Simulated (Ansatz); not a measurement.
SiH3 on the 1x1 (10-10) surface of wurtzite AlN (cut with top plane Al + N), one in a 2x1 cell, energies for each (31.4 Å²). Energies are against SiH4(g) − ½ H2(g), without zero-point or thermal terms; each row is named by its start (#2, #3: further inequivalent places of a kind).

Host crystal: wurtzite AlN, with a band gap (PBE, scalar-relativistic without spin-orbit coupling).

All values below come from PBE (plane waves to 420 eV, PAW; Ansatz, an electronic-structure program).

Model: 36-atom slab, 8.9 Å thick at the start under the adsorbate (thin: gaps and levels are the slab's own), 3x4x1 mesh, Fermi-Dirac 0.01 eV, dipole correction, 16 atoms held, the rest relaxed; each run with such symmetry as its start has; spin-polarised, no spin-orbit, no U, no dispersion correction.

A negative adsorption energy means that the adsorbate is more stable on the surface than in its reference. Starts that drift may end in the same place. Heights count from the host atoms within 0.3 Å of the top one.

```csv
starting site,E_ads (eV),height (Å),nearest host atom (Å),bonded to,change of the vacuum step (eV),lateral drift (Å),moment (μB)
top N,-0.18,1.84,N 1.79,N,0.35,0.4,0.8
top Al,0.78,2.61,Al 2.55,Al,0.39,0.4,1.0
top Al #2,-0.18,1.84,N 1.79,N,0.35,1.4,0.8
hollow Al-Al-N-N,-0.18,1.84,N 1.79,N,0.35,1.7,0.8
hollow beside Al,-0.18,1.84,N 1.79,N,0.35,1.1,0.8
bridge Al-Al-Al-N (span 3.1 Å),-0.18,1.84,N 1.79,N,0.35,1.9,0.8
```
